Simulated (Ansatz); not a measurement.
Consider the following.

End structure of Ag on the 1x1 (110) surface of bcc W, one in a 2x2 cell, started at the site 'hollow W-W-W':

```yaml
crystal:
  lattice:
    - [5.51535, 0.00000, 0.00000]
    - [-1.83845, 5.19992, 0.00000]
    - [0.00000, 0.00000, 26.00000]
  atoms:
    - { symbol: W, position: [0.25000, 0.25000, 0.37289] }
    - { symbol: W, position: [0.25000, 0.75000, 0.37289] }
    - { symbol: W, position: [0.75000, 0.25000, 0.37289] }
    - { symbol: W, position: [0.75000, 0.75000, 0.37289] }
    - { symbol: W, position: [0.00000, 0.00000, 0.45653] }
    - { symbol: W, position: [0.00000, 0.50000, 0.45653] }
    - { symbol: W, position: [0.50000, 0.00000, 0.45653] }
    - { symbol: W, position: [0.50000, 0.50000, 0.45653] }
    - { symbol: W, position: [0.24981, 0.25019, 0.54364] }
    - { symbol: W, position: [0.25016, 0.75012, 0.54363] }
    - { symbol: W, position: [0.74988, 0.24984, 0.54363] }
    - { symbol: W, position: [0.75029, 0.74971, 0.54245] }
    - { symbol: W, position: [0.99500, 0.99245, 0.62716] }
    - { symbol: W, position: [0.00003, 0.49997, 0.62873] }
    - { symbol: W, position: [0.49890, 0.00110, 0.62821] }
    - { symbol: W, position: [0.50755, 0.50500, 0.62716] }
    - { symbol: Ag, position: [0.22240, 0.27760, 0.71246] }
```

Slab: 17 atoms, 6.6 Å thick at the start under the adsorbate (thin: gaps and levels are the slab's own); k 6x6x1, smearing 0.1 eV, dipole-corrected; 8 atoms held, the rest relaxed; held to the start's symmetry, so lower structures may exist; no spin, no spin-orbit, no U, no dispersion correction. At the end it is bonded to 4 W. In PBE it is, or lies within 0.03 eV of, the lowest of the starts that converged.

A negative adsorption energy means that the adsorbate is more stable on the surface than in its reference.

Task: Predict the change of the step from the bottom to the top vacuum level, against the clean slab from Ansatz (a quantum-chemistry and plane-wave program) with PBE.

Result: -1.05 eV

Task: Predict the adsorption energy against an atom of fcc Ag from PBE.

Result: -0.12 eV

Task: What change of the work function does PBE give?

Result: -1.06 eV

Task: Predict the work function of the top face from PBE.

Result: 3.76 eV
